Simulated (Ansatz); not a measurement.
L1₀ (CuAu-type) FePt

Method: r²SCAN-D4 (Ansatz, a program for electronic structure, plane waves, PAW).

Numerical settings: plane-wave cutoff 560 eV, 20×20×16 k mesh (along the axes of the cell as run), Fermi–Dirac smearing 0.05 eV, spin-polarised with parallel moments, scalar-relativistic PAW data made under PBE.

Cell (relaxed at this level):

```cif
data_FePt
_chemical_formula_sum 'Fe1 Pt1'
_space_group_name_H-M_alt 'P 1'
_space_group_IT_number 1
_cell_length_a 2.72471
_cell_length_b 2.72471
_cell_length_c 3.71813
_cell_angle_alpha 90.000
_cell_angle_beta 90.000
_cell_angle_gamma 90.000
loop_
_space_group_symop_operation_xyz
  'x, y, z'
loop_
_atom_site_label
_atom_site_type_symbol
_atom_site_fract_x
_atom_site_fract_y
_atom_site_fract_z
_atom_site_occupancy
Fe1 Fe 0.00000 0.00000 0.00000 1
Pt1 Pt 0.50000 0.50000 0.50000 1
```
Starting moments (μB, in the order of the record's atoms Fe Pt): 3.0 0.0.

For L1₀ (CuAu-type) FePt, the bulk modulus B0 comes out as 223 GPa, the band gap is zero (no gap) and the magnetic moment (largest site, within a sphere) comes out as 3.28 μB. The pressure derivative B′ of the bulk modulus is 4.9.

Measured, for comparison: bulk modulus 208 GPa (room temperature, not corrected to a static lattice; as tabulated in First-principles calculations on Fe-Pt nanoclusters of various morphologies). Computed (rounded) less measured: bulk modulus +7 %. A static lattice is as a rule a little smaller and stiffer than an uncorrected measurement, which narrows the difference in the bulk modulus and would widen misses of the other sign.

Note: the bulk modulus comes from volumes at which shape and atoms were relaxed.

Moments are spin moments.

Spin–orbit coupling is not included.
